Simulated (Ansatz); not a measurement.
# BeSe under load (space group R3m): band-edge transport data

Here is the system:

```
BeSe
1.0
   -0.01250     2.55464     2.55464
    2.55464    -0.01250     2.55464
    2.55464     2.55464    -0.01250
Be Se
1 1
Direct
  0.99969   0.99969   0.99969
  0.25031   0.25031   0.25031
```

These are PBEsol with spin-orbit coupling, rigid bands (plane waves, PAW; Ansatz, a quantum-chemistry and plane-wave program) values and carry that method's errors. Condition of this run: uniaxial stress along [111] of 1 GPa (compression positive) (the target of the relaxation). Cell: cell and atoms relaxed with PBEsol, then loaded as said.

```json
{
  "band_gap": "2.29 eV",
  "electron conductivity mass (300 K, dilute)": "0.35 mₑ",
  "hole conductivity mass (300 K, dilute)": "0.54 mₑ",
  "effective density of states N_c (300 K)": "1.9e19 cm⁻³",
  "effective density of states N_v (300 K)": "1.3e19 cm⁻³",
  "density_of_states_mass_electrons": "0.82 mₑ",
  "density_of_states_mass_holes": "0.64 mₑ",
  "Seebeck coefficient, n-type 1e19 cm⁻³, 300 K": "-271 μV/K",
  "best n-type power factor at 300 K for τ = 10 fs (best axis; densities from 1e16 to 1e21 cm⁻³ tried, whether or not they can be reached)": "8.5 μW/(cm·K²) at 1e20 cm⁻³",
  "Seebeck coefficient, p-type 1e19 cm⁻³, 300 K": "279 μV/K",
  "best p-type power factor at 300 K for τ = 10 fs (best axis; densities from 1e16 to 1e21 cm⁻³ tried, whether or not they can be reached)": "7.0 μW/(cm·K²) at 3e20 cm⁻³"
}
```

Rigid bands; masses and Seebeck coefficients take one relaxation time τ for all states and one kind of carrier; polarons and phonon drag are left out.
